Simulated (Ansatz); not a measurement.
The parent structure is FeO in the rock salt structure (space group Fm-3m, No. 225; a = 4.266 Å; ferromagnetic; relaxed with 0.1 eV smearing). Axes: x, y, z lie along the cube axes.

Calculations: r2SCAN, PAW, 500 eV (Ansatz, an electronic-structure program; no spin-orbit coupling).

Before the change:

The pressure is 0.0 GPa.

It is then changed as follows: tensile biaxial strain of 1.13 % in the plane normal to [001], as in epitaxy on a mismatched substrate; the out-of-plane cell vector and the atoms relax.

Estimate the effect on the ratio −ε⊥/ε∥.

The ratio −ε⊥/ε∥ amounts to 1.00.

Predict the new pressure.

The pressure (mean of the normal stresses, compression positive) goes from zero to -2.1 GPa.

Stability against distortions was not tested. No Hubbard U is applied and the magnetic state is the run's own (FeO ferromagnetic); other magnetic orders, which need larger cells, were not tried and can change the gap. In its common phase, real FeO is an antiferromagnetic insulator at low temperature.
